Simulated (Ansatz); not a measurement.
fcc Au (1 1 1) on zinc-blende InAs (1 1 1) (film strained to the substrate, started from cuts of the bulks and a machine-learned relaxation)

A periodic stack without vacuum, fcc Au (1 1 1) on zinc-blende InAs (1 1 1) (film strained to the substrate, started from cuts of the bulks and a machine-learned relaxation): substrate slab As12In12, film Au28, surface cells [[1, 1], [-2, 1]] and [[1, 2], [-3, 1]], film strained by -2.6 and -2.6 %, outermost planes As/In and Au/Au as cut, which need not be the usual terminations and can put a slab off its formula.

The start was prepared with a machine-learned potential, and the result is one local minimum, with the in-plane cell held and forces under 0.04 eV/Å; the film can end far from its bulk form.

These are PBE (plane waves to 420 eV, PAW; Ansatz, an electronic-structure program) values and carry that method's errors. Spin–orbit coupling is left out; the runs are not spin-polarised; PBE gaps are too small against experiment. Its k-point mesh 4×4×1, Fermi–Dirac width 0.05 eV.

* **interface area**: 49.7 Å²
* **period**: 25.47 Å
* **gaps between the outermost planes at the two interfaces**: 0.96 and 1.72 Å
* **Au–In contacts across the interfaces within 1.22 times the sum of covalent radii**: 13, mean 2.84 Å
* **As–Au contacts across the interfaces within 1.22 times the sum of covalent radii**: 5, mean 2.57 Å

```
Au7In3As3
1.0
    7.56623    -0.00196     0.38267
   -3.78490     6.56153    -0.12235
    1.59828     0.44938    25.58772
As In Au
12 12 28
Direct
  0.25103   0.85643   0.05301
  0.85044   0.06681   0.05366
  0.58702   0.17254   0.05301
  0.55014   0.67269   0.18172
  0.21190   0.00923   0.19128
  0.88971   0.35180   0.18873
  0.81123   0.66138   0.32730
  0.48567   0.99298   0.32758
  0.15317   0.33339   0.32830
  0.08406   0.64715   0.46671
  0.76290   0.98335   0.46587
  0.42152   0.31195   0.47128
  0.23227   0.68840   0.14834
  0.90383   0.02063   0.15411
  0.56412   0.33318   0.15250
  0.49790   0.66342   0.28795
  0.16442   0.00045   0.29570
  0.83326   0.33488   0.29353
  0.76408   0.64713   0.43176
  0.43706   0.98379   0.43319
  0.11286   0.32332   0.43287
  0.04699   0.64246   0.57084
  0.73043   0.96515   0.56939
  0.34840   0.29331   0.57695
  0.97067   0.27203   0.63549
  0.34811   0.36519   0.68833
  0.09531   0.94835   0.64250
  0.52150   0.11517   0.63501
  0.78719   0.51760   0.66201
  0.35882   0.65151   0.61470
  0.68073   0.82863   0.67491
  0.60788   0.34569   0.76375
  0.06124   0.49423   0.73655
  0.77051   0.07714   0.75895
  0.16610   0.19454   0.78715
  0.46118   0.64054   0.77494
  0.92381   0.79109   0.75137
  0.35315   0.92810   0.73552
  0.26023   0.46748   0.87718
  0.71057   0.61341   0.85418
  0.40127   0.16316   0.86282
  0.85227   0.31612   0.84732
  0.14246   0.74987   0.83446
  0.55511   0.89014   0.86419
  0.96345   0.01981   0.88637
  0.94018   0.57376   0.93661
  0.35083   0.71020   0.97171
  0.07125   0.29242   0.97696
  0.49538   0.41913   0.95482
  0.75753   0.80138   0.98559
  0.19597   0.98396   0.96294
  0.64879   0.14903   0.95089
```
